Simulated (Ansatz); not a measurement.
The reference is MoS₂ in the 3R-MoS2 type structure (space group R3m, No. 160; layered, stacked along the Cartesian z axis).

```yaml
crystal:
  lattice:
    - [1.55780, 0.89940, 5.78545]
    - [-1.55780, 0.89940, 5.78545]
    - [0.00000, -1.79879, 5.78545]
  atoms:
    - { symbol: Mo, position: [0.00004, 0.00004, 0.00004] }
    - { symbol: S, position: [0.75647, 0.75647, 0.75647] }
    - { symbol: S, position: [0.57679, 0.57679, 0.57679] }
```

Cartesian axes are those of the cell as printed.

Level of theory: DFT with PBEsol-D3(BJ), PAW potentials and a 420 eV plane-wave cutoff in Ansatz (an electronic-structure program), no SOC.

Before the change:

```
Item                   Value
-------------------  -------
Band gap             0.50 eV
Smallest direct gap  1.87 eV
```

Perturbation: the cell is stretched by 5.87 % along z with no lateral relaxation, atoms relaxed at fixed cell.

Task: What does the calculation give for the stress after the change?

Result: The stress (xx, yy, zz, yz, xz, xy; compression positive) comes out as (-0.85, -0.85, -3.09, 0.00, 0.00, 0.00) GPa.

Task: How does this affect the energy relative to the base?

Result: The energy increases by 11 meV/atom.

Task: Predict the new band gap.

Result: The band gap goes up by 0.36 eV, from 0.50 eV to 0.86 eV.

Task: Predict the new smallest direct gap.

Result: The smallest direct gap goes up by 0.03 eV to 1.90 eV.

The cells carry an imposed strain or load. Stability against distortions was not tested.
